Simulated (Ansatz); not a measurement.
Start from ZnSe in the zinc blende structure (space group F-43m, No. 216; a = 5.568 Å). Axes: x, y, z lie along the cube axes.

Calculations: Ansatz (an electronic-structure program) LDA, without spin-orbit coupling.

Now apply this change: biaxial strain +1.50 %, plane normal [001], relaxed out of plane (Cartesian); in-plane vectors clamped, the third vector and the atoms free.

**Question.** What does the calculation give for the ratio −ε⊥/ε∥ and in-plane stress after the change?

**Answer.** The ratio −ε⊥/ε∥ amounts to 1.23; the mean in-plane stress (compression positive) comes out as -1.2 GPa.

Whether these cells are dynamically stable was not tested.
